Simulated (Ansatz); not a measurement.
## What Zn vacancy does to ZnS

Consider an 8-atom supercell of ZnS in the zinc blende structure (space group F-43m, No. 216; a = 5.357 Å) at its relaxed geometry.

Perturbation: one Zn atom is removed, atoms relaxed at fixed cell, starting from a slightly rattled geometry.

The values are results of PBEsol, PAW, 420 eV (Ansatz, a first-principles code; scalar-relativistic without spin-orbit coupling), earlier PAW set, not measurements. Settings: 5×5×5 k-points, 0.01 eV Fermi–Dirac smearing.

```tsv
quantity	base	changed	shift
pressure	0.0 GPa	-2.3 GPa	-2.3 GPa
largest displacement of a host atom from its site in the perfect cell	–	0.03 Å	–
mean distance from the defect site to its nearest host atoms	232 pm	235 pm	+3 pm
```

Cost of the whole job for the changed cell (relaxation, final SCF and bands): around 6 core-minutes (rough).

Other magnetic orders, which the real material may have, were not ruled out. The cell is small, so the values are those of an ordered compound at a high defect concentration; dilute-limit values will differ. A case with no gap was solved on a k-mesh chosen for an insulator, which is coarse for it. The defect cell is spin-polarised and ends with 1.7 μB, a fractional moment that hangs on the mesh and smearing.
